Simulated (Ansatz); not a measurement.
**NH2 on the 1x1 (111) surface of fcc Ni, ferromagnetic, one in a 2x2 cell, started at the site 'hollow Ni-Ni-Ni over Ni at depth 4.0 Å'**

Computed with PBE (plane waves to 420 eV, PAW; Ansatz, a quantum-chemistry and plane-wave program).

Slab: 19 atoms, 6.0 Å thick at the start under the adsorbate (thin: gaps and levels are the slab's own); k 7x7x1, smearing 0.1 eV, dipole-corrected; 8 atoms held, the rest relaxed; held to the start's symmetry, so lower structures may exist; spin-polarised, no spin-orbit, no U, no dispersion correction. At the end it is bonded to 3 Ni. In PBE this state lies 0.21 eV over the lowest of the starts that converged ('bridge Ni-Ni (span 2.5 Å)').

```yaml
adsorption energy against NH3(g) − ½ H2(g): 0.13 eV
work_function_of_the_top_face: 3.17 eV
change_of_the_work_function: -1.90 eV
change_of_the_step_from_the_bottom_to_the_top_vacuum_level_against_the_clean_slab: -1.89 eV
energy_released_by_relaxation: 0.21 eV
height of the binding atom over the mean of the host atoms within 0.3 Å of the top one: 2.788 bohr
magnetic_moment_of_the_cell: 10.32 μB
nearest_host_atoms_of_the_binding_atom: Ni at 1.91 Å, Ni at 2.12 Å, Ni at 2.12 Å
largest_move_of_a_host_atom: 0.10 Å
cost: about 40 core-minutes (a rough figure)
```

A negative adsorption energy means that the adsorbate is more stable on the surface than in its reference.
